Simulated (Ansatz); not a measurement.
Take Pt in the fcc (Cu type) structure (space group Fm-3m, No. 225; a = 3.8954 Å; relaxed with 0.1 eV smearing) as the base.

The values are results of plane-wave PAW DFT at the LDA level (Ansatz, a quantum-chemistry and plane-wave program, 420 eV), no SOC, not measurements.

For the base:

| Quantity | Result |
|---|---|
| Pressure | 0.0 GPa |
| Band gap | zero |

Now apply this change: every lattice vector is shortened by 3.00 %; the atoms relax in the strained cell.

Question: Predict the new pressure, energy relative to the base and band gap.

Answer: The pressure goes from zero to 35.5 GPa; the energy grows by 130 meV/atom; the band gap is still zero.

Stability against distortions was not tested. The final runs are not spin-polarised.
